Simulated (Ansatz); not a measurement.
Consider Be in the hcp (Mg type) structure (space group P6_3/mmc, No. 194; a = 2.255 Å, c = 3.558 Å; relaxed with 0.1 eV smearing).

All numbers come from plane-wave PAW DFT at the PBEsol level (Ansatz, a first-principles code, 420 eV), no spin-orbit coupling.

For the base:

The pressure comes out as 0.0 GPa and the band gap is zero.

It is then changed as follows: an isotropic linear strain of −2.50 %, atoms relaxed at fixed cell.

Predict the new pressure.

The pressure (mean of the normal stresses, compression positive) goes from zero to 10.7 GPa.

What does the calculation give for the energy relative to the base after the change?

The energy grows by 18 meV/atom.

Predict the new band gap.

The band gap stays zero.

Whether these cells are dynamically stable was not tested.
